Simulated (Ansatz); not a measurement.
Ansatz (a quantum-chemistry and plane-wave program) run on TaNi3 (Fmm2, 4 atoms in the cell): relaxation of the atoms.

Computed with LDA (PW92), default PAW files made with PBE (plane waves; Ansatz).

The change in words: one atom moved by 0.15 angstrom; relax: default → atoms; relax.f_tol: default → 0.2 eV/Å. Reference geometry:
```xyz
4
Lattice="0.0000 2.5588 3.7157 2.5540 0.0000 3.7157 2.5540 2.5588 0.0000" Properties=species:S:1:pos:R:3 pbc="T T T"
Ta     0.0000     0.0000     0.0000
Ni     2.5540     2.5588     3.7157
Ni     1.2770     1.2794     1.8578
Ni     3.8310     3.8382     5.5735
```

Reference input (self-consistent single point, DFT, LDA (PW92), plane waves, default PAW files made with PBE): basis.ecutwfc = 420 eV; kpoints.mp_grid.grid = 10 10 10; hamiltonian.xc = lda; hamiltonian.pseudopotentials = {kind: paw} (the program's default PAW files); scf.occupations.method = fermi_dirac; scf.occupations.width = 0.1 eV. This run's input differs from it in these lines:

```diff
@@ -7,3 +7,3 @@
   atoms:
-    - { symbol: Ta, position: [0.00000000, 0.00000000, 0.00000000] }
+    - { symbol: Ta, position: [0.02018500, 0.02018500, -0.02018500] }
     - { symbol: Ni, position: [0.50000000, 0.50000000, 0.50000000] }
@@ -24,2 +24,4 @@
     width: 0.1
+relax:
+  f_tol: 0.2
 output:
```

Log, with long lists cut:

```
   [... SCF lines of the steps left out ...]
relax step   1: F+E_penalty+E_count = -27004.21615901 eV  Δ(F+E_penalty+E_count) = +0.000e0 eV  max|allowed force component| = 1.415e0 eV/Å  Δτ_max = 0.0000 Å  (6 SCF iters, dr2 threshold 1.00e-4 eV, accepted)
relax step   2: F+E_penalty+E_count = -27004.29153725 eV  Δ(F+E_penalty+E_count) = -7.538e-2 eV  max|allowed force component| = 7.352e-1 eV/Å  Δτ_max = 0.0532 Å  (6 SCF iters, dr2 threshold 1.00e-4 eV, accepted)
relax step   3: F+E_penalty+E_count = -27004.32068152 eV  Δ(F+E_penalty+E_count) = -2.914e-2 eV  max|allowed force component| = 1.154e-2 eV/Å  Δτ_max = 0.0592 Å  (7 SCF iters, accepted)
the relaxation is at rest under the 4 symmetry operations that the run kept from its start: a minimum is not shown …
Free energy (F): -27004.320682 eV
Internal energy: -27004.266854 eV  (E = F + TS)
E sigma→0 (E₀):  -27004.293768 eV
Entropy (-TS):   -0.053828 eV (-13.457 meV/atom)
Fermi energy:    19.187681 eV
--- Forces (eV/Å), atoms counted from 1 ---
  atom   1  Ta     0.00000000     0.00000000    -0.00585695
  atom   2  Ni     0.00000000     0.00000000    -0.01153325
  atom   3  Ni    -0.00000000     0.00000000     0.00870037
  atom   4  Ni     0.00000000     0.00000000     0.00870037
--- Stress (GPa, compression-positive) ---
      -11.434749       0.000000       0.000000
   [... lines left out ...]
  atoms:
    - { symbol: Ta, position: [0.005064702815421347, 0.005064702815421347, -0.005064702815421347] }
    - { symbol: Ni, position: [0.5052395277745799, 0.5052395277745799, 0.4947604722254201] }
    - { symbol: Ni, position: [0.2549403847049993, 0.2549403847049993, 0.2450596152950007] }
    - { symbol: Ni, position: [0.7549403847049991, 0.7549403847049991, 0.7450596152950009] }
```

The run converged.  The full log also holds: “iter 5 did not close the SCF: its close was put off for the readings that it lacked (scf_convergence_deferred on its scf_iter line)”. The full log also holds: “iter 5 did not close the SCF: its close was put off for the readings that it lacked (scf_convergence_deferred on its scf_iter line)”.

Summary of the result:
- Free energy E − TS (on the zero of these files) = -27004.3207 eV
- Fermi level (on the code's own zero) = 19.19 eV
- Pressure = -11.49 GPa
- Largest force (vector length) = 0.012 eV/Å
- Relaxation steps = 3

The starting cell comes from a database of computed structures (which also holds hypothetical and non-ambient phases and stackings), without a prior relaxation at this level. Its lattice was rescaled by up to half a per cent. For this run, on top of that: one atom moved by 0.15 angstrom. Spin polarisation is off. The relaxation keeps the symmetry of its start, so its end need not be a minimum. Ansatz's pressure includes its estimate of the finite-basis (Pulay) stress.

Cost on one core of a shared machine: roughly 90 s.

Keys are those of Ansatz 0.2.
